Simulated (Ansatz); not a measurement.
The reference is a 16-atom supercell of PbSe in the rock salt structure (space group Fm-3m, No. 225; a = 6.218 Å) at its relaxed geometry.

The values are results of plane-wave PAW DFT at the PBE level (Ansatz, a program for electronic structure, 420 eV), no spin-orbit coupling, not measurements.

Now apply this change: one Pb atom is replaced by Se, atoms relaxed at fixed cell, starting from a slightly rattled geometry.

Tabulated Pauling electronegativity and covalent radius: Pb 2.33, 1.46 Å; Se 2.55, 1.20 Å.

### Question
What happens to the largest displacement of a host atom from its site in the perfect cell and shift of the substituted atom off its lattice site?

### Answer
The largest displacement of a host atom from its site in the perfect cell is 0.36 Å; the shift of the substituted atom off its lattice site comes out as 0.37 Å.

The magnetic state is the one reached from the starting moments; the real material's order can differ, and small cells can't hold many antiferromagnetic ones. The cell is small, so the values are those of an ordered compound at a high defect concentration; dilute-limit values will differ. Starting moments died away, wholly or in part, for Se on a Pb site (antisite); another magnetic solution may exist. The defect cell is spin-polarised and ends with 0.0 μB.
